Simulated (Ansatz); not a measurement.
System: Ag vacancy in rock-salt AgCl (charge state -1). Calculation: PBE, PAW (plane waves to 420 eV; Ansatz, a quantum-chemistry and plane-wave program).

Settings: 64 host sites, the relaxed PBE lattice, one k-point at (0.250, 0.250, 0.250), smearing 0.01 eV, spin-restricted, no image-charge correction. Static, classical nuclei. The charge state is imposed; whether it is stable for some Fermi level was not computed. Forms of the defect that were not tried may lie lower.

Barriers: single points on a 2×2×2 k-point mesh shifted by half a step at the bands' geometries.

Relaxed starting cell (atoms counted from 1):

```
CELL_PARAMETERS angstrom
     11.22000     0.00000     0.00000
      0.00000    11.22000     0.00000
      0.00000     0.00000    11.22000
ATOMIC_POSITIONS crystal
  Ag 0.00019 0.00017 0.50067
  Ag 0.00019 0.50005 0.00056
  Ag 0.00029 0.49991 0.50052
  Ag 0.50033 0.00014 0.00049
  Ag 0.50029 0.00007 0.50043
  Ag 0.50009 0.50037 0.00049
  Ag 0.50023 0.50015 0.50033
  Cl 0.26376 0.98916 0.99944
  Cl 0.25443 0.00316 0.50074
  Cl 0.25477 0.51442 0.00038
  Cl 0.25203 0.49688 0.49977
  Cl 0.73678 0.01152 0.00104
  Cl 0.74619 0.99667 0.50073
  Cl 0.74568 0.48557 0.00082
  Cl 0.74859 0.50364 0.50083
  Ag 0.99893 0.24628 0.24414
  Ag 0.00004 0.24410 0.75368
  Ag 0.00043 0.75656 0.24725
  Ag 0.00177 0.75373 0.75624
  Ag 0.50002 0.24931 0.24965
  Ag 0.50104 0.24938 0.75124
  Ag 0.49949 0.75087 0.24941
  Ag 0.50074 0.75104 0.75108
  Cl 0.25177 0.25001 0.25134
  Cl 0.25149 0.25103 0.74891
  Cl 0.25304 0.74996 0.25155
  Cl 0.25452 0.75031 0.74754
  Cl 0.74673 0.24939 0.25385
  Cl 0.74978 0.25069 0.74895
  Cl 0.74690 0.74973 0.25167
  Cl 0.74840 0.74983 0.75000
  Ag 0.24686 0.99994 0.24675
  Ag 0.24773 0.00146 0.75329
  Ag 0.24895 0.50016 0.24928
  Ag 0.25003 0.49924 0.75101
  Ag 0.75320 0.99888 0.24770
  Ag 0.75381 0.00022 0.75424
  Ag 0.75087 0.50103 0.24984
  Ag 0.75166 0.50009 0.75155
  Cl 0.00019 0.01199 0.26407
  Cl 0.00024 0.98689 0.73708
  Cl 0.99945 0.48350 0.25505
  Cl 0.00094 0.51779 0.74593
  Cl 0.49908 0.99698 0.25546
  Cl 0.50132 0.00461 0.74559
  Cl 0.50025 0.50337 0.25218
  Cl 0.50043 0.49565 0.74872
  Ag 0.24690 0.24405 0.00060
  Ag 0.24932 0.24936 0.49949
  Ag 0.24561 0.75335 0.99908
  Ag 0.24946 0.75104 0.50034
  Ag 0.75442 0.24720 0.00183
  Ag 0.75081 0.24913 0.50054
  Ag 0.75352 0.75617 0.00010
  Ag 0.75113 0.75080 0.50127
  Cl 0.01034 0.26397 0.98824
  Cl 0.99761 0.25493 0.51631
  Cl 0.98990 0.73619 0.01375
  Cl 0.00288 0.74510 0.48332
  Cl 0.48633 0.25492 0.00379
  Cl 0.50262 0.25299 0.49696
  Cl 0.51388 0.74541 0.99633
  Cl 0.49775 0.74728 0.50452
```
Cell charge -1.

End state 1 differs by these moves (Å; atoms that move under 0.08 Å are left out):

```csv
atom,element,Δx,Δy,Δz
1,Ag,0.01,0.07,-0.03
8,Cl,-0.11,0.14,-0.02
10,Cl,-0.03,-0.15,-0.03
12,Cl,0.14,-0.13,0.00
14,Cl,0.05,0.17,-0.02
16,Ag,0.03,-2.72,-2.68
24,Cl,0.14,-0.13,0.00
26,Cl,0.02,0.19,-0.01
28,Cl,-0.11,0.16,-0.03
30,Cl,-0.01,-0.19,0.00
36,Ag,0.01,0.09,0.04
38,Ag,0.06,-0.04,0.03
40,Cl,-0.13,-0.28,-0.03
41,Cl,0.04,0.10,0.00
42,Cl,0.16,0.35,-0.16
43,Cl,-0.05,-0.14,0.21
44,Cl,0.19,-0.01,-0.08
45,Cl,-0.05,-0.08,0.09
46,Cl,-0.19,0.03,0.02
47,Cl,0.05,0.09,0.00
48,Ag,0.01,0.09,0.04
56,Cl,-0.10,-0.28,-0.01
57,Cl,0.02,0.08,-0.02
58,Cl,0.12,0.33,-0.19
59,Cl,-0.03,-0.10,0.25
60,Cl,0.16,-0.01,-0.08
61,Cl,-0.02,-0.06,0.09
62,Cl,-0.15,0.02,0.03
63,Cl,0.02,0.07,-0.02
```

Problem. What forward and backward barriers to end state 1 does PBE, PAW give?

Solution. forward 0.15 eV, backward 0.15 eV; at the saddle point atom 16 has neighbours 2 Cl at 2.39 Å. The saddle point's order was not checked.
